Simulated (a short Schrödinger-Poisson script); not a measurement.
MOS inversion layer, Si3N4 on p-type Ge(111)

Stack: MOS inversion layer, Si3N4 on p-type Ge(111), at 400 K.

| layer | material | thickness (nm) | Na (cm⁻³) |
|---|---|---|---|
| 1 | Si3N4 | 4.2 | - |
| 2 | Ge | 190 | 1.4e19 |

Constants are typed, rounded textbook-type inputs, not results; the design itself was drawn at random and stands for no fabricated device. Si3N4: permittivity 7.5, conduction-band edge (eV) 1.9, gap (eV) 5.1, electron mass (mₑ) 0.5. Ge: permittivity 16, conduction-band edge (eV) 0, gap (eV) 0.664, Nv at 300 K (cm⁻³) 6e18.

Channel valleys (confinement mass, in-plane density-of-states mass, number): L1 1.59, 0.08, 1; L3 0.09, 0.34, 3. At the gate the conduction-band edge of layer 1 lies 1.91 eV − eVg above the Fermi level of the channel; the field vanishes at the back. Gaps are held at their typed values at every temperature. Mesh 0.03 nm at interfaces.

Solved with a short Schrödinger-Poisson script written for these runs: 1D Poisson equation in equilibrium, electrons quantum, Hartree (BenDaniel-Duke, 12 states a valley, the channel's in-plane mass for all, wave functions ending at the dielectric), parabolic valleys, classical holes, full ionisation, no traps, pinning or gate leakage.

```csv
Vg (V),electrons (cm⁻²),C (μF/cm²),L1 E0 (meV),L1 E1 (meV),L3 E0 (meV),L3 E1 (meV)
0.5,1.29e6,0.945,496.1,579.0,650.8,699.5
0.6,2.54e6,0.920,461.9,551.0,631.7,699.2
0.7,6.12e6,0.896,425.9,520.6,609.6,698.7
0.8,1.69e7,0.874,388.1,488.1,584.7,697.7
0.9,5.10e7,0.854,348.6,453.7,557.3,695.4
1,1.64e8,0.835,307.7,417.5,527.7,689.8
1.1,5.51e8,0.818,265.4,379.8,496.0,680.1
1.2,1.93e9,0.802,221.9,340.5,462.5,666.6
1.3,6.97e9,0.792,177.3,300.1,427.4,-
1.4,2.54e10,0.795,132.3,258.9,391.4,-
1.5,8.80e10,0.837,88.4,218.7,355.8,-
1.6,2.56e11,0.933,49.1,182.6,-,-
1.7,5.70e11,1.04,16.7,153.0,-,-
1.8,1.01e12,1.11,-9.8,-,-,-
1.9,1.52e12,1.16,-32.4,-,-,-
2,2.08e12,1.19,-,-,-,-
2.1,2.68e12,1.21,-,-,-,-
2.2,3.30e12,1.22,-,-,-,-
```

Gate voltages with under 1e6 electrons/cm² are left out.

Subbands count from the Fermi level; a dash marks a level above the dielectric's band edge.

Only the L valleys are kept; under strong confinement the Δ valleys of Ge fill too.
